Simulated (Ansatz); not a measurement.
The reference is ZnS in the wurtzite structure (space group P6_3mc, No. 186; a = 3.782 Å, c = 6.208 Å). Axes: x lies along a and z along c of the hexagonal cell.

Method: plane-wave PAW DFT at the PBEsol level (Ansatz, a program for electronic structure, 420 eV), no spin-orbit coupling.

Strains are applied to the cell and any free atomic positions relax; under biaxial strain the out-of-plane vector relaxes too.

One change was made to it. Results:

The pressure (mean of the normal stresses, compression positive) goes from zero to 19.8 kbar; the band gap stays 2.15 eV; the width of the top valence band increases by 0.151 eV, from 2.23 eV to 2.39 eV; the gap character remains direct at Γ; the valence-band top at Γ (three highest levels, from the VBM) changes from 0.00, 0.00, -0.09 eV to 0.00, 0.00, -0.26 eV.

Q: Which change produced these results?
(A) biaxial strain −0.60 %, plane normal [001], relaxed out of plane
(B) biaxial strain −2.40 %, plane normal [001], relaxed out of plane
(C) biaxial strain −1.80 %, plane normal [001], relaxed out of plane
(D) biaxial strain −1.20 %, plane normal [001], relaxed out of plane
(E) biaxial strain −3.00 %, plane normal [001], relaxed out of plane

A: C, biaxial strain −1.80 %, plane normal [001], relaxed out of plane. For comparison, the valence-band top at Γ in the other runs: biaxial strain −3.00 %, plane normal [001], relaxed out of plane gives 0.00, 0.00, -0.41 eV; biaxial strain −0.60 %, plane normal [001], relaxed out of plane gives 0.00, 0.00, -0.14 eV; biaxial strain −2.40 %, plane normal [001], relaxed out of plane gives 0.00, 0.00, -0.33 eV; biaxial strain −1.20 %, plane normal [001], relaxed out of plane gives 0.00, 0.00, -0.20 eV.

Stability against distortions was not tested.
